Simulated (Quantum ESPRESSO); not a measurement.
**Sensitivity of a calculation on Re (P6_3/mmc, 4 atoms in the cell) to its settings**

```
Re
1.0
    2.81895     0.00000     0.00000
   -1.40948     2.44128     0.00000
    0.00000     0.00000     9.10869
Re
4
Direct
  0.00000   0.00000   0.00000
  0.00000   0.00000   0.50000
  0.33333   0.66667   0.25000
  0.66667   0.33333   0.75000
```

Base run A: PBE, PseudoDojo standard norm-conserving (PBE) pseudopotentials in Quantum ESPRESSO 7.5, self-consistent single point.

Its settings: ecutwfc = 75 Ry; occupations = smearing; smearing = fd; degauss = 0.0073499 Ry; potentials = {Re: Re.upf}; K_POINTS = automatic 11 11 3 0 0 0; conv_thr = 1e-10 Ry; mixing_beta = 0.3.

The starting cell comes from a database of computed structures (which also holds hypothetical and non-ambient phases and stackings), without a prior relaxation at this level. Its lattice was rescaled by a random factor within 2.5 % of one. Spin polarisation is off. In the base run, with a pressure of about -16 GPa the cell is away from its equilibrium volume at this level.

ΔF is the free energy per atom less that of run A. 

Run A gave: pressure (GPa) -15.63; k-points 32; valence electrons 60.

Runs:
- B: lattice scaled by 0.985
- C: ecutrho: default → 375 Ry
- D: K_POINTS: automatic 11 11 3 0 0 0 → automatic 9 9 3 0 0 0
- E: 1 x 1 x 2 supercell, mesh divided and rounded up; K_POINTS: automatic 11 11 3 0 0 0 → automatic 11 11 2 0 0 0
- F: nosym: default → true
- G: mixing_beta: 0.3 → 0.8
- H: diago_full_acc: default → true
- I: mixing_beta: 0.3 → 0.2; mixing_mode: default → local-TF

### Question
What does run B change against A?

### Answer
The free energy goes down by 36.9 meV/atom and the pressure goes from -15.63 to -0.88 GPa.

### Question
What does run D change against A?

### Answer
The free energy drops by 1.3 meV/atom and the pressure stays near -15.61 GPa while the zz stress (positive for compression) goes from -15.77 to -17.05 GPa.

```
run  ΔF (meV/atom)  pressure (GPa)  k-points  valence electrons
---  -------------  --------------  --------  -----------------
A             0.00          -15.63        32                 60
B            -36.9           -0.88        32                 60
C             0.00          -15.63        32                 60
D            -1.33          -15.61        24                 60
E            -0.47          -15.66        32                120
F             0.00          -15.63       182                 60
G             0.00          -15.63        32                 60
H             0.00          -15.63        32                 60
I             0.00          -15.63        32                 60
```
